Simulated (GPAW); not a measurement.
GPAW run on LuTlTe2 (R-3m, 4 atoms in the cell): self-consistent single point.

Computed with LDA (Perdew-Wang 92), GPAW PAW datasets LDA (gpaw-data 1.0.1) (plane waves; GPAW).

The change in words: lattice scaled by 0.98. Reference geometry:
```
CELL_PARAMETERS angstrom
      2.18903     1.26384     8.13839
     -2.18903     1.26384     8.13839
      0.00000    -2.52767     8.13839
ATOMIC_POSITIONS crystal
  Lu 0.50000 0.50000 0.50000
  Tl 0.00000 0.00000 0.00000
  Te 0.76400 0.76400 0.76400
  Te 0.23600 0.23600 0.23600
```

Reference input (self-consistent single point, DFT LDA (Perdew-Wang 92), plane waves, GPAW PAW datasets LDA (gpaw-data 1.0.1)): mode = pw; ecut = 800 eV; xc = LDA; kpts = 5 5 5; mesh shift (steps) = 0 0 0; occupations.name = fermi-dirac; occupations.width = 0 eV; nbands = -8; convergence.forces = 0.001 eV/Å; convergence.bands = -6; symmetry.symmorphic = false; symmetry.tolerance = 0.0005. This run's input differs from it in these lines:

```diff
@@ -5,5 +5,5 @@
 atoms = Atoms(['Lu', 'Tl', 'Te', 'Te'],
-              cell=[[2.189026, 1.263835, 8.138393],
-                    [-2.189026, 1.263835, 8.138393],
-                    [0.000000, -2.527670, 8.138393]],
+              cell=[[2.145245, 1.238558, 7.975625],
+                    [-2.145245, 1.238558, 7.975625],
+                    [0.000000, -2.477117, 7.975625]],
               scaled_positions=[[0.500000, 0.500000, 0.500000],
```

Output, abridged:

```
     iter     time        total  log10-change:
                         energy   eigst   dens  force
iter:   1 --:--:--   -19.772286   -0.11
iter:   2 --:--:--   -19.692401   -0.98  -1.42
iter:   3 --:--:--   -19.370268   -1.56  -1.45
iter:   4 --:--:--   -19.363683   -2.92  -1.76
iter:   5 --:--:--   -19.416767   -2.30  -1.81
iter:   6 --:--:--   -19.361046   -2.86  -2.01
iter:   7 --:--:--   -19.353404   -2.90  -2.28
iter:   8 --:--:--   -19.353256c  -4.61  -2.96
iter:   9 --:--:--   -19.352577c  -3.55  -3.10
iter:  10 --:--:--   -19.352384c  -5.15  -3.33
iter:  11 --:--:--   -19.352345c  -6.22  -3.57
iter:  12 --:--:--   -19.352245c  -5.17  -3.60
iter:  13 --:--:--   -19.352235c  -5.69  -3.67
iter:  14 --:--:--   -19.352221c  -6.36  -3.83
iter:  15 --:--:--   -19.352215c  -6.77  -3.86
iter:  16 --:--:--   -19.352210c  -6.11  -3.90
iter:  17 --:--:--   -19.352209c  -7.08  -4.70c
iter:  18 --:--:--   -19.352209c  -8.02c -4.78c
iter:  19 --:--:--   -19.352209c  -8.37c -4.79c -2.94
iter:  20 --:--:--   -19.352209c  -8.22c -4.85c -2.83
iter:  21 --:--:--   -19.352209c  -9.65c -5.04c -3.48c
Converged after 21 iterations.

Dipole moment: (-0.000000, -0.000000, -0.000000) |e|*Ang

Energy contributions relative to reference atoms: (reference = -1315069.988879)

Kinetic:        +32.196057
Potential:      -31.724101
External:        +0.000000
XC:             -20.088809
Entropy (-ST):   +0.000000
Local:           +0.264643
SIC:             +0.000000
--------------------------
Free energy:    -19.352209
Extrapolated:   -19.352209

Showing only first 2 kpts
 Kpt  Band  Eigenvalues  Occupancy
  0    23      5.56575    2.00000
  0    24      5.56575    2.00000
  0    25      7.94931    0.00000
  0    26      7.94932    0.00000

  1    23      4.52172    2.00000
  1    24      4.65450    2.00000
  1    25      7.84308    0.00000
  1    26      8.11654    0.00000

Fermi level: 6.68100

Gap: 0.410 eV
Transition (v -> c):
   [... lines left out ...]
Direct gap: 1.449 eV
   [... lines left out ...]
Energy (eV): -19.352209

Forces in eV/Ang:
  0 Lu    0.00000    0.00000    0.00000
  1 Tl   -0.00000    0.00000   -0.00000
  2 Te   -0.00000    0.00000   -0.24767
  3 Te   -0.00000   -0.00000    0.24767

Stress tensor:
     0.005711     0.000000    -0.000000
     0.000000     0.005711     0.000000
    -0.000000     0.000000     0.006443
Stress (GPa, Voigt): [ 0.915   0.915   1.0323  0.     -0.      0.    ]
```

The run converged in 21 iterations. GPAW prints stress with tension positive. Against the reference run the free energy goes down by 26.8 meV/atom, the pressure goes from -3.31 to -0.95 GPa, the largest force goes from 0.040 to 0.248 eV/Å and the gap on the mesh goes from 0.649 to 0.410 eV.

The starting cell comes from a database of computed structures (which also holds hypothetical and non-ambient phases and stackings), without a prior relaxation at this level. Its lattice was rescaled by a random factor within 2.5 % of one. For this run, on top of that: lattice scaled by 0.98. Spin-orbit coupling is off.

Cost on one core of a shared machine: roughly 2 min.
